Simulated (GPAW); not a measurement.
## Equation of state of fcc Cu (space group 225): energy against volume (GPAW, LDA)

```xyz
1
Lattice="0.0000 1.7348 1.7348 1.7348 0.0000 1.7348 1.7348 1.7348 0.0000" Properties=species:S:1:pos:R:3 pbc="T T T"
Cu     0.0000     0.0000     0.0000
```

Level of theory: LDA (Perdew-Wang 92), GPAW PAW datasets LDA (gpaw-data 1.0.1) (plane waves; GPAW). Settings: mode = pw; ecut = 780 eV; xc = LDA; kpts = 28 28 28; mesh shift (steps) = 0 0 0; occupations.name = fermi-dirac; occupations.width = 0.05 eV; nbands = -9; convergence.density = 1e-05 e/electron; symmetry.symmorphic = false; symmetry.tolerance = 0.0005; maxiter = 100. The cell above is the first row's. The rows scale it uniformly. In all rows the k mesh is held. E is the free energy at the stated smearing, counted from the lowest row.

| V (Å^3/atom) | E (meV/atom) |
|---|---|
| 10.442 | ? |
| 10.669 | 5.36 |
| 10.896 | 0.00 |
| 11.123 | 0.36 |
| 11.350 | 5.76 |
| 11.577 | 15.65 |
| 11.804 | 29.47 |
| 12.031 | 46.79 |
| 12.258 | 67.16 |

### Question
Fit E against V with the third-order Birch-Murnaghan form, a cubic in V^(-2/3), and predict the withheld value at V = 10.442.

### Answer
With u = V^(-2/3) - 0.197, the rows have u = 0.009340, 0.006464, 0.003687, 0.001002, -0.001595, -0.004108, -0.006542, -0.008901. Least squares gives E = 9.044 - 3607.26·u + 335969·u² + 860182·u³. Residuals (row less fit): -0.002, 0.003, 0.006, -0.008, 0.001, -0.003, 0.009, -0.004; standard error 0.007 (degrees of freedom: 4). Its minimum lies at u = 0.005262, so V0 = (0.202262)^(-3/2) = 10.99. There d²E/du² = 699100 and d³E/du³ = 5161000, so B0 = (4/9) × 10.99^(-7/3) × 699100 × 0.160218 = 185 GPa (the last factor turns the table's units into GPa), and B0' = 4 + (2/3) × 0.202262 × (5161000)/699100 = 5.0. The program's pressures in the fitted runs (not shown) pass through zero at V = 10.92, 0.69 % from this V0. At the withheld row, u = 0.012320, so E = 9.044 - 3607.26 × 0.012320 + 335969 × 0.012320² + 860182 × 0.012320³ = 17.205 meV/atom. The calculation gives 17.18 meV/atom, 0.025 meV/atom below the prediction (under 0.05 % of the range of E in the table). The row lies outside the fitted rows, so this is an extrapolation. From the scatter of the fitted rows alone, a prediction at this place has a standard error of 0.022 meV/atom, so the miss is 1.2 times that.

Carrying the step between the two nearest rows on in a straight line would have given 10.72, off by 6.46; series whose last step already gives the withheld value aren't shown. The scan was laid around a cell of about the measured size, scaled by a guess for this functional. Spin polarisation is off. Cutoffs and mesh are single choices, not tested for convergence of this quantity. Series with a scatter that would blur these digits, or in which a gap closes, are not shown. Nor are scans whose minimum lies at an end fitted in this form.
